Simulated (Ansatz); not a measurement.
The parent structure is AlN in the zinc blende structure (space group F-43m, No. 216; a = 4.403 Å).

(Cell as relaxed with PBE.)

Levels (all Ansatz, a quantum-chemistry and plane-wave program, PAW): PBE (420 eV, without spin-orbit coupling); r2SCAN (500 eV, no spin-orbit coupling).

Each level relaxes its own structure.

```tsv
base	PBE	r2SCAN
volume per atom	10.67 Å³	10.43 Å³
lattice parameter a	4.403 Å	4.370 Å
band gap	3.31 eV	3.94 eV
```

Perturbation: a hydrostatic pressure of 10 GPa.

```json
[
 {"quantity": "valley order (the lowest conduction-band minima on the path, energy above the VBM, named in the base's zone)", "PBE": "X along ⟨100⟩ 3.34 eV; Γ 4.39 eV", "r2SCAN": "…"},
 {"quantity": "smallest direct gap", "PBE": "4.39 eV", "r2SCAN": "…"},
 {"quantity": "shortest interatomic distance", "PBE": "1.877 Å", "r2SCAN": "…"}
]
```

Task: Predict the r2SCAN column.

Result: 
- valley order (the lowest conduction-band minima on the path, energy above the VBM, named in the base's zone), r2SCAN: X along ⟨100⟩ 3.98 eV; Γ 5.25 eV
- smallest direct gap, r2SCAN: 5.25 eV
- shortest interatomic distance, r2SCAN: 1.865 Å

Both order the valleys alike; PBE's smallest direct gap lies 0.86 eV below r2SCAN's; PBE's shortest interatomic distance lies 0.012 Å above r2SCAN's (0.6 %). Neither level is exact; r2SCAN is the comparison here, not a measurement.

Load acts through the strain it causes; cell and atoms are relaxed under it. Whether these cells are dynamically stable was not tested. Tetrahedral semiconductors of this kind turn to denser phases somewhere between about 1 and 50 GPa; those were not computed, so compressed cells here can lie past the real transition. This is not the structure that AlN has at room temperature and ambient pressure.
